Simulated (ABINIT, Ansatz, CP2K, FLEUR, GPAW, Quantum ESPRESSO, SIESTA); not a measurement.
# Code comparison for MoS2 (P6_3/mmc, 6 atoms in the cell)

Self-consistent single point.

```yaml
crystal:
  lattice:
    - [3.21028, 0.00000, 0.00000]
    - [-1.60514, 2.78018, 0.00000]
    - [0.00000, 0.00000, 13.28118]
  atoms:
    - { symbol: Mo, position: [0.00000, 0.00000, 0.25000] }
    - { symbol: Mo, position: [0.00000, 0.00000, 0.75000] }
    - { symbol: S, position: [0.33333, 0.66667, 0.36774] }
    - { symbol: S, position: [0.66667, 0.33333, 0.63226] }
    - { symbol: S, position: [0.66667, 0.33333, 0.86774] }
    - { symbol: S, position: [0.33333, 0.66667, 0.13226] }
```

All programs got the same cell, k-point mesh and kind of occupations (some realise fixed ones as a very narrow smearing) (in Ansatz's words: kpoints.mp_grid.grid = 6 6 2; scf.occupations.method = fixed); potentials, basis and cutoffs are each program's usual ones.

| code | model | pressure (GPa) | largest force (eV/Å) | gap on the mesh (eV) | k-points | cutoff |
|---|---|---|---|---|---|---|
| ABINIT | PBE, PAW (JTH v2.0 PBE PAW) | -1.76 | 0.210 | 1.099 | 14 | 42 Ry |
| FLEUR | PBE, all-electron FLAPW (FLEUR), scalar-relativistic valence | – | 0.193 | 1.092 | 14 | Kmax 3.9 1/bohr |
| Quantum ESPRESSO | PBE, PseudoDojo standard norm-conserving (PBE) pseudopotentials | -1.73 | 0.193 | 1.092 | 14 | 80 Ry |
| Ansatz | PBE, default PAW files | -1.79 | 0.202 | 1.089 | 14 | 420 eV |
| CP2K | PBE, GPW, DZVP-MOLOPT-SR-GTH basis, GTH-PBE potentials (GTH_POTENTIALS) | -1.89 | 0.132 | 1.094 | 40 | grid 500 Ry |
| GPAW | PBE, GPAW PAW datasets PBE (gpaw-data 1.0.1) | -1.80 | 0.195 | 1.076 | 14 | 600 eV |
| SIESTA | GGA PBE, numerical atomic orbitals DZP, PseudoDojo PBE standard norm-conserving potentials (rewritten from UPF to PSML) | -1.57 | 0.082 | 1.059 | 46 | grid 300 Ry |

A dash marks a value that a program does not give, or that is left out as unsure.

Gaps are read on the mesh.

The spread over the programs that give each value: pressure within 0.32 GPa; largest force within 0.128 eV/Å; gap on the mesh within 0.040 eV.

The starting cell comes from a database of computed structures (which also holds hypothetical and non-ambient phases and stackings), without a prior relaxation at this level. Its lattice was rescaled by a random factor within 2.5 % of one.

Question: Why do the programs differ, and what cannot be compared?

Answer: Differences of this kind can come from the potentials, where these differ, and from what each basis and cutoff leave unconverged. The zero of total energies and Fermi levels follows the potentials and each program's conventions, so they are not compared here. CP2K and SIESTA use small atom-centred bases, whose incompleteness enters pressures, forces and empty levels differently from a plane-wave cutoff. FLEUR treats all electrons, but the usual bases taken here (sphere radii, linearisation, local orbitals, empty states) were not tested for convergence, so the values are no reference for the others. Ansatz's pressure is given at a fixed set of plane waves, as the other plane-wave codes print theirs. The programs reduce the same mesh by symmetry to different extents, which changes the work and not the result. In the force vectors, SIESTA (by 0.281) lies more than 0.08 eV/Å from the median of the plane-wave programs.

Ansatz is an electronic-structure program.

Keys are those of Ansatz 0.2.
